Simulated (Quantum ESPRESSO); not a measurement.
Band structure of Fe3Ge2 (P-6m2, 5 atoms in the cell).

```
Fe3Ge2
1.0
    4.00527     0.00000     0.00000
   -2.00264     3.46867     0.00000
    0.00000     0.00000     4.91833
Fe Ge
3 2
Direct
  0.00000   0.00000   0.74540
  0.00000   0.00000   0.25460
  0.66667   0.33333   0.00000
  0.66667   0.33333   0.50000
  0.33333   0.66667   0.00000
```
Moments meant for the start (each program seeds them in its own way; μB, in the order of the atoms Fe Fe Fe Ge Ge): 4.0 4.0 4.0 0.0 0.0.

Level of theory: PBEsol, PSlibrary PAW (PBE) pseudopotentials (plane waves; Quantum ESPRESSO).

Settings: ecutwfc = 55 Ry; ecutrho = 330 Ry; occupations = smearing; smearing = marzari-vanderbilt; degauss = 0.019992 Ry; nspin = 2; input_dft = pbesol; potentials = {Fe: Fe.pbe-n-kjpaw_psl.1.0.0.UPF, Ge: Ge.pbe-n-kjpaw_psl.1.0.0.UPF}; K_POINTS = automatic 4 4 3 0 0 0; conv_thr = 1e-10 Ry; mixing_beta = 0.3.

The starting cell comes from a database of computed structures (which also holds hypothetical and non-ambient phases and stackings), without a prior relaxation at this level. The magnetic order is the one reached from the typed start; others were not searched systematically.

Levels in eV from the Fermi level, bands 16 to 23 of the first spin channel:
```
point     16     17     18     19     20    21    22    23
-----  -----  -----  -----  -----  -----  ----  ----  ----
Γ      -0.78  -0.78   0.63   2.02   2.02  2.91  3.55  3.55
M      -1.33  -1.27  -1.26  -0.99  -0.26  0.68  2.47  4.19
K      -1.31  -1.14  -0.95  -0.52  -0.47  1.42  1.54  1.68
A      -1.09  -1.09   0.76   2.15   3.20  3.20  3.65  3.65
L      -1.69  -1.38  -0.97  -0.58   0.64  1.85  2.21  3.29
H      -1.61  -1.60  -0.88  -0.70  -0.69  0.33  5.17  6.15
```

Bands cross the Fermi level along this path, so the cell is metallic at this level.

The net moment of the cell came out as 5.74 μB.
